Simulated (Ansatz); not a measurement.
Rock-salt NaH was calculated with RPBE (Ansatz, an electronic-structure program, PAW).

Settings: plane-wave cutoff 520 eV, 12×12×12 k mesh, Fermi–Dirac smearing 0.01 eV, scalar-relativistic PAW data made under PBE.

A third-order Birch–Murnaghan fit to the energies gives V0 = 14.953 Å³/atom, B0 = 20.8 GPa, B′ = 3.7.

```json
[
 {"V (Å³/atom)": "14.054", "P (GPa)": "…"},
 {"V (Å³/atom)": "14.353", "P (GPa)": "0.917"},
 {"V (Å³/atom)": "14.652", "P (GPa)": "0.438"},
 {"V (Å³/atom)": "14.951", "P (GPa)": "0.003"},
 {"V (Å³/atom)": "15.250", "P (GPa)": "…"},
 {"V (Å³/atom)": "15.549", "P (GPa)": "…"},
 {"V (Å³/atom)": "15.848", "P (GPa)": "…"}
]
```

Task: Estimate the withheld pressures from this fit; the answers are the runs' own values.

Result: 
- 14.054, P (GPa): 1.443
- 15.250, P (GPa): -0.394
- 15.549, P (GPa): -0.755
- 15.848, P (GPa): -1.085

The formula P = (3/2) B0 (x^(7/3) − x^(5/3)) [1 + (3/4)(B′ − 4)(x^(2/3) − 1)] with x = V0/V meets the computed pressures within 0.01 GPa when these rounded values are put in.

Measured, for comparison: bulk modulus 19.4 ± 2 GPa (room temperature, not corrected to a static lattice; as tabulated in High-pressure studies of NaH to 54 GPa); equilibrium volume per atom 14.46 Å³/atom (room temperature, not corrected to a static lattice; as tabulated in Thermodynamic Modeling of Hydrogen Storage Capacity in Mg-Na Alloys). Computed (rounded) less measured: bulk modulus +7 % (against room or unstated temperature, where such soft solids are markedly softer), equilibrium volume per atom +3.4 %. A static lattice is as a rule a little smaller and stiffer than an uncorrected measurement, which narrows the difference in the bulk modulus and would widen misses of the other sign.

Computed values are for the static lattice.
